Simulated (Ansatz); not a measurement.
**A computed series for MoTe2: response to strain**

Start from MoTe2 (space group P6_3/mmc, No. 194; a = 3.497 Å, c = 13.696 Å; layered, stacked along the Cartesian z axis). Axes: x lies along a and z along c of the hexagonal cell.

Strains are applied to the cell and any free atomic positions relax.

Level of theory: PBE-D3(BJ), PAW, 420 eV (Ansatz, an electronic-structure program; no spin-orbit coupling).

```json
[
 {"variant": "base", "band gap": "0.60 eV", "volume per atom": "24.17 Å³", "gap character": "indirect, Γ → K–Γ (44 % along)"},
 {"variant": "uniaxial strain ε_zz = −3.00 %", "band gap": "?", "volume per atom": "23.44 Å³", "gap character": "indirect, K–Γ (88 % along) → K–Γ (44 % along)"},
 {"variant": "uniaxial strain ε_zz = −2.40 %", "band gap": "0.37 eV", "volume per atom": "23.59 Å³", "gap character": "indirect, K–Γ (88 % along) → K–Γ (44 % along)"},
 {"variant": "uniaxial strain ε_zz = −1.20 %", "band gap": "?", "volume per atom": "23.88 Å³", "gap character": "indirect, K–Γ (81 % along) → K–Γ (44 % along)"},
 {"variant": "uniaxial strain ε_zz = −0.60 %", "band gap": "?", "volume per atom": "24.02 Å³", "gap character": "indirect, K–Γ (81 % along) → K–Γ (44 % along)"}
]
```

Some entries are withheld; estimate them.


- uniaxial strain ε_zz = −3.00 %, band gap: 0.29 eV
- uniaxial strain ε_zz = −1.20 %, band gap: 0.51 eV
- uniaxial strain ε_zz = −0.60 %, band gap: 0.56 eV

Spin-orbit coupling, missing from the scalar runs, can matter with Te. Whether these cells are dynamically stable was not tested. The program warned that a D3 coordination switch lies within reach, so dispersion energies are less smooth here. A zero or small gap of MoTe2 under uniaxial strain ε_zz = −3.00 % can be the functional's error rather than a property of the material.
